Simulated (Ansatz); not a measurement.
## Phonon-limited transport in Ir (Fm-3m)

Here is the system:

```
Ir
1.0
    0.00000     1.90529     1.90529
    1.90529     0.00000     1.90529
    1.90529     1.90529     0.00000
Ir
1
Cartesian
  0.00000   0.00000   0.00000
```

Computed with LDA, DFPT electron-phonon coupling, linearised Boltzmann equation (plane waves, PAW, scalar-relativistic; Ansatz, a program for electronic structure). Condition of this run: functional LDA. Cell: relaxed with this functional, without spin-orbit coupling.

```json
{
 "resistivity at 300 K": "4.2 μΩ·cm",
 "resistivity at 77 K": "0.51 μΩ·cm",
 "electron mean free path at 300 K (weighted by the current that each state carries)": "9.3 nm",
 "resistivity times mean free path for one path shared by all states (from the Fermi surface's area)": "3.6 ×10⁻¹⁶ Ω·m²",
 "electron-phonon coupling λ": "0.40",
 "transport coupling λ_tr": "0.45",
 "logarithmic_mean_phonon_energy": "18.7 meV",
 "density of states at the Fermi level": "0.44 states/(eV·spin·cell)",
 "drude_plasma_energy": "10.9 eV",
 "Hall coefficient at 300 K": "4.0 ×10⁻¹¹ m³/C"
}
```

A metal at this level (no band gap). Only scattering by harmonic phonons is included (no impurities, grain boundaries, electron-electron scattering or thermal expansion). Spin-orbit coupling is left out, which matters with elements this heavy. Halving the electron mesh (36x36x36) moves the resistivity by up to 1 % at 300 K, the mean free path by up to 5 %, the coupling by up to 6 %. Smearing 0.20 eV; phonons on a 6x6x6 q mesh, which this run doesn't test and which matters most at low temperature.
